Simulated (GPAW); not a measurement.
Band structure of CdF2 (Fm-3m, 3 atoms in the cell).

```
CdF2
1.0
    0.00000     2.72077     2.72077
    2.72077     0.00000     2.72077
    2.72077     2.72077     0.00000
Cd F
1 2
Direct
  0.00000   0.00000   0.00000
  0.25000   0.25000   0.25000
  0.75000   0.75000   0.75000
```

Method: PBEsol, GPAW PAW datasets PBEsol (made by gpaw-setup) (plane waves; GPAW 25.7.0).

Settings: mode = pw; ecut = 950 eV; xc = PBEsol; kpts = 7 7 7; mesh shift (steps) = 0 0 0; occupations.name = fermi-dirac; occupations.width = 0.02 eV; nbands = -8; convergence.density = 1e-05 e/electron; convergence.bands = -6; symmetry.symmorphic = false; symmetry.tolerance = 0.0005; maxiter = 150; bandpath_npoints = 40.

The starting cell comes from a database of computed structures (which also holds hypothetical and non-ambient phases and stackings), without a prior relaxation at this level. Its lattice was rescaled by a random factor within 2.5 % of one.

Question: Predict the gap along the standard path and the places of the band edges.

Answer: The gap along the path is 2.81 eV, from W to Γ; the smallest direct gap on it is 3.31 eV.

Levels in eV from the top of the valence band on the SCF mesh, bands 10 to 17:
| point | 10 | 11 | 12 | 13 | 14 | 15 | 16 | 17 |
|---|---|---|---|---|---|---|---|---|
| Γ | -0.89 | -0.44 | -0.44 | -0.44 | 2.86 | 12.37 | 12.37 | 12.37 |
| X | -2.83 | -0.43 | -0.03 | -0.03 | 7.71 | 9.34 | 11.71 | 13.87 |
| W | -1.44 | -1.44 | -0.52 | 0.06 | 7.77 | 11.26 | 11.34 | 11.34 |
| K | -2.22 | -0.87 | -0.28 | -0.14 | 7.66 | 10.41 | 10.87 | 14.06 |
| L | -1.74 | -1.74 | -0.34 | -0.34 | 6.90 | 8.91 | 14.08 | 14.08 |
| U | -2.22 | -0.87 | -0.28 | -0.14 | 7.66 | 10.41 | 10.87 | 14.06 |
